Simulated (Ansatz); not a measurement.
**GaCuSe2 under a change: biaxial strain −3.39 %, plane normal [001], relaxed out of plane**

The parent structure is GaCuSe2 in the chalcopyrite structure (space group I-42d, No. 122; a = 5.672 Å, c = 11.263 Å). Axes: x, y, z lie along a, b, c of the conventional cell.

Now apply this change: biaxial strain −3.39 %, plane normal [001], relaxed out of plane (Cartesian); in-plane vectors clamped, the third vector and the atoms free.

Method: Kohn–Sham DFT with the PBE functional, run in Ansatz (an electronic-structure program) with PAW and 420 eV plane waves, no SOC, earlier PAW set. k-mesh 8×8×8 (Γ-centred); smearing 0.05 eV (Fermi–Dirac).

| quantity | base | changed | shift |
|---|---|---|---|
| volume per atom | 22.65 Å³ | 21.95 Å³ | -0.693 Å³ |
| space group | I-42d (No. 122) | I-42d (No. 122) | – |
| energy relative to the base (free energy F) | 0 meV/atom | +14 meV/atom | +14 meV/atom |
| pressure (mean of the normal stresses, compression positive) | 0.0 GPa | 1.9 GPa | +1.9 GPa |
| band gap | zero | zero | – |
| out-of-plane strain (rough) | – | +3.86 % | – |

Final structure (turned so that z lies along the plane normal):

```
CELL_PARAMETERS angstrom
      5.47973     0.00000     0.00000
      0.00000     5.47973     0.00000
      2.73987    -2.73987     5.84922
ATOMIC_POSITIONS crystal
  Cu 0.25000 0.25000 0.50000
  Cu 0.00000 0.00000 0.00000
  Ga 0.75000 0.75000 0.50000
  Ga 0.50000 0.50000 0.00000
  Se 0.36661 0.62500 0.75000
  Se 0.88339 0.12500 0.75000
  Se 0.12500 0.36661 0.25000
  Se 0.62500 0.88339 0.25000
```

Without a gap, meshes like the base's 8×8×8 leave anisotropic stresses uncertain by several tenths of a GPa, and small strain energies with them. Stability against distortions was not tested. The final runs are not spin-polarised. Gaps under 0.05 eV, about the width of the smearing, are given as zero. The zero or small gap of GaCuSe2 can change with the level of theory.
